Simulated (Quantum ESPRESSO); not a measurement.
Converging the SCF threshold: Cl (Cm, 4 atoms in the cell)

```xyz
4
Lattice="2.2467 -3.1294 0.0000 2.2467 3.1294 0.0000 0.0000 0.0000 8.2848" Properties=species:S:1:pos:R:3 pbc="T T T"
Cl     3.9407     0.0000     7.4814
Cl     2.7994     0.0000     3.2891
Cl     1.6940     0.0000     4.9957
Cl     0.5527     0.0000     0.8533
```

Computed with PBEsol, PseudoDojo standard norm-conserving (PBESOL) pseudopotentials (plane waves; Quantum ESPRESSO).

Base settings: ecutwfc = 60 Ry; occupations = smearing; smearing = fermi-dirac; degauss = 0.000734986 Ry; potentials = {Cl: Cl.upf}; K_POINTS = automatic 3 3 2 0 0 0; conv_thr = 1e-10 Ry; mixing_beta = 0.7.

The mesh stays at the base's, so the ladder's end is converged at best in this setting alone.

Only quantities that move along the ladder and can be compared are tabulated; the gap is left out on so coarse a mesh.

The count of work is k-points × plane waves × bands × iterations; it is no time. 

The starting cell has typed, rounded lattice constants, without a prior relaxation at this level. Its lattice was rescaled by up to half a per cent. One atom was moved a little off its site on purpose.

```tsv
conv_thr	free energy less the last step's (meV/atom)	pressure (GPa)	largest difference of a force vector from the last step's (eV/Å)	count of work / last
0.0073 Ry	5.73	0.17	0.528	0.14
0.00073 Ry	0.13	-0.75	0.065	0.29
7.3e-05 Ry	0.13	-0.75	0.065	0.29
7.3e-06 Ry	0.00	-0.81	0.011	0.43
7.3e-07 Ry	0.00	-0.81	0.011	0.43
7.3e-08 Ry	0.00	-0.81	0.001	0.57
7.3e-09 Ry	0.00	-0.81	0.001	0.64
7.3e-10 Ry	0.00	-0.81	0.000	0.79
1e-10 Ry	0.00	-0.81	0.000	0.79
7.3e-12 Ry	0.00	-0.81	0.000	0.86
7.3e-14 Ry	0.00	-0.81	0.000	1.0
```

Coarsest conv_thr that holds the pressure within 0.1 GPa of the last step, with all finer ones: 0.00073 Ry, at 0.29 of the last step's count of work; the step before is off by 0.98 GPa.

Coarsest conv_thr that holds the free energy within 5 meV/atom of the last step, with all finer ones: 0.00073 Ry, at 0.29 of the last step's count of work; the step before is off by 5.7 meV/atom.

Coarsest conv_thr that holds the forces within 0.005 eV/Å of the last step, with all finer ones: 7.3e-08 Ry; the step before is off by 0.011 eV/Å.
